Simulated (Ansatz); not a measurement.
## Effect of tensor shear ε_xy = +1.43 % on AlN

Consider AlN in the zinc blende structure (space group F-43m, No. 216; a = 4.342 Å). Axes: x, y, z lie along the cube axes.

Perturbation: tensor shear ε_xy = +1.43 % (engineering shear γ = 0.0286), atoms relaxed at fixed cell.

Computed with DFT with LDA, PAW potentials and a 420 eV plane-wave cutoff in Ansatz (a first-principles code), no spin-orbit coupling. k-mesh 13×13×13 (Γ-centred); smearing 0.05 eV (Fermi–Dirac).

```json
[
 {"quantity": "volume per atom", "base": "10.23 Å³", "changed": "10.23 Å³", "shift": "0.00 Å³"},
 {"quantity": "space group", "base": "F-43m (No. 216)", "changed": "Imm2 (No. 44)", "shift": "–"},
 {"quantity": "shortest interatomic distance", "base": "1.880 Å", "changed": "1.873 Å", "shift": "-0.007 Å"},
 {"quantity": "energy relative to the base (free energy F)", "base": "0 meV/atom", "changed": "+4.9 meV/atom", "shift": "+4.9 meV/atom"},
 {"quantity": "pressure (mean of the normal stresses, compression positive)", "base": "0.00 GPa", "changed": "0.05 GPa", "shift": "+0.05 GPa"},
 {"quantity": "band gap", "base": "3.25 eV", "changed": "3.10 eV", "shift": "-0.15 eV"},
 {"quantity": "gap character", "base": "–", "changed": "indirect, Γ → X", "shift": "–"},
 {"quantity": "valence-band top at Γ (three highest levels, from the VBM)", "base": "–", "changed": "0.00, -0.13, -0.25 eV", "shift": "–"},
 {"quantity": "valley order (the lowest conduction-band minima on the path, energy above the VBM, named in the base's zone)", "base": "X along ⟨100⟩ 3.25 eV; Γ 4.39 eV", "changed": "X along [001] 3.10 eV; X along [010] 3.12 eV; Γ 4.24 eV", "shift": "–"},
 {"quantity": "stress (xx, yy, zz, yz, xz, xy; compression positive)", "base": "–", "changed": "(0.11, 0.11, -0.06, 0.00, 0.00, -5.37) GPa", "shift": "–"}
]
```

Cost of the whole job for the changed cell (relaxation, final SCF and bands): very roughly 26 core-seconds.

The cells carry an imposed strain or load. No phonon test of stability was made. This is not the structure that AlN has at room temperature and ambient pressure. k-point labels follow each cell's own Brillouin zone.
